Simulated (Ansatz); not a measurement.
## MoS2, response to strain

Start from MoS2 (space group P6_3/mmc, No. 194; layered, stacked along the Cartesian z axis).

```yaml
crystal:
  lattice:
    - [3.10900, 0.00000, 0.00000]
    - [-1.55450, 2.69247, 0.00000]
    - [0.00000, 0.00000, 11.70898]
  atoms:
    - { symbol: Mo, position: [0.66667, 0.33333, 0.25000] }
    - { symbol: Mo, position: [0.33333, 0.66667, 0.75000] }
    - { symbol: S, position: [0.66667, 0.33333, 0.88351] }
    - { symbol: S, position: [0.33333, 0.66667, 0.38351] }
    - { symbol: S, position: [0.33333, 0.66667, 0.11649] }
    - { symbol: S, position: [0.66667, 0.33333, 0.61649] }
```

Strains are applied to the cell and any free atomic positions relax.

Level of theory: PBEsol-D3(BJ) (Ansatz, a first-principles code; PAW; 420 eV plane waves; scalar-relativistic without spin-orbit coupling).

Notes on the quantities. energy relative to the base: free energy F.

```json
[
 {"change": "base", "width of the top valence band": "1.88 eV", "volume per atom": "16.34 Å³", "smallest direct gap": "1.79 eV", "energy relative to the base": "0 meV/atom", "band gap": "0.52 eV"},
 {"change": "isotropic strain +0.60 %", "width of the top valence band": "1.85 eV", "volume per atom": "16.63 Å³", "smallest direct gap": "1.73 eV", "energy relative to the base": "+1.4 meV/atom", "band gap": "0.57 eV"},
 {"change": "isotropic strain +1.20 %", "width of the top valence band": "1.83 eV", "volume per atom": "16.93 Å³", "smallest direct gap": "1.67 eV", "energy relative to the base": "+5.6 meV/atom", "band gap": "0.61 eV"},
 {"change": "isotropic strain +1.80 %", "width of the top valence band": "1.81 eV", "volume per atom": "17.23 Å³", "smallest direct gap": "1.62 eV", "energy relative to the base": "+12 meV/atom", "band gap": "0.65 eV"},
 {"change": "isotropic strain +2.40 %", "width of the top valence band": "1.79 eV", "volume per atom": "17.54 Å³", "smallest direct gap": "1.56 eV", "energy relative to the base": "+21 meV/atom", "band gap": "0.68 eV"}
]
```

Whether these cells are dynamically stable was not tested.
